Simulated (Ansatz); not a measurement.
Zinc-blende BeS was calculated with G0W0@PBE0 (Ansatz, a first-principles code, plane waves, hard PAW, contour deformation).

The same calculation (at the measured cell, 14.438 Å³/atom) with different numerical settings; throughout: k mesh 2×2×2:

```csv
run,response cutoff (eV),empty bands,quasiparticle gap on the mesh (eV),quasiparticle gap at Γ (eV),rough time
1,100,120,4.525,7.579,20 core-s
2,150,221,4.646,7.669,30 core-s
3,200,341,4.705,7.715,40 core-s
4,250,476,4.738,7.742,80 core-s
5,300,626,4.756,7.756,2 core-min
6,400,964,4.777,7.775,3 core-min
7,500,1347,4.788,7.785,9 core-min
```

In the column quasiparticle gap on the mesh (eV) the first row differs from the last by -0.263 and the next to last by -0.011.

The last row is no converged limit: other settings stay fixed.

Note: GW on a hybrid start was not checked against another program.
